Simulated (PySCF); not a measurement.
PySCF 2.14.0, HF/def2-tzvp, df: Au(H)(SMe2) (C[S](C)->[AuH]), 11 atoms. The geometry is a generated start, not checked to be a minimum at this level.

```json
{
  "task": "energy",
  "method": "hf",
  "basis": "def2-tzvp",
  "two_electron_scheme": "density fitting",
  "mol.max_memory": "3000 MB",
  "mf.max_cycle": "100",
  "mf.init_guess": "minao (default)",
  "mf.DIIS": "CDIIS (default)",
  "mf.diis_space": "8 (default)",
  "mf.conv_tol": "1e-09 (default)",
  "effective_core_potentials": "those of the basis set, past Kr",
  "basis_functions": "181"
}
```

```xyz
11

Au    -1.1706    -1.9644     0.6095
H     -1.3286    -3.2901     1.1741
C      0.5424     0.0340    -1.4352
S     -0.8656     0.2486    -0.3066
C     -0.0111     1.1237     1.0385
H      1.3492    -0.4837    -0.9248
H      0.8673     1.0114    -1.7814
H      0.1942    -0.5598    -2.2751
H      0.8332     0.5343     1.3829
H     -0.7275     1.2519     1.8432
H      0.3170     2.0941     0.6748
```

Charge 0 and multiplicity 1 are set for this test and not shown to be the ground state.

One run each on 2 threads, 1 BLAS thread. Values of level_shift (Hartree) tried: 0 (default), 0.1, 0.3, 1.

Problem. Which value of level_shift (Hartree) needs the fewest Fock builds, and what happens away from it?

Solution. Fewest Fock builds, within one of each other: 0 (default) with 13, 0.1 with 14. The count rises to 26 at 1. All converge to one solution.

```
level_shift (Hartree)  Fock builds            end
---------------------  -----------  -------------
0 (default)                     13  same solution
0.1                             14  same solution
0.3                             16  same solution
1                               26  same solution
```
